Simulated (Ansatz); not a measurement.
Consider Ru in the hcp (Mg type) structure (space group P6_3/mmc, No. 194; a = 2.7043 Å, c = 4.2629 Å; relaxed with 0.1 eV smearing). Axes: x lies along a and z along c of the hexagonal cell.

Method: r2SCAN in Ansatz (plane waves to 500 eV, PAW, spin-orbit coupling left out).

Before the change:

The pressure is 0.0 GPa.

It is then changed as follows: compressive biaxial strain of 2.50 % in the plane normal to [001], as in epitaxy on a mismatched substrate; the out-of-plane cell vector and the atoms relax.

### Question
What does the calculation give for the pressure and ratio −ε⊥/ε∥ after the change?

### Answer
The pressure (mean of the normal stresses, compression positive) goes from zero to 13.6 GPa; the ratio −ε⊥/ε∥ comes out as 0.55.

No phonon test of stability was made. All final runs are without spin polarisation.

Ansatz is a quantum-chemistry and plane-wave program.
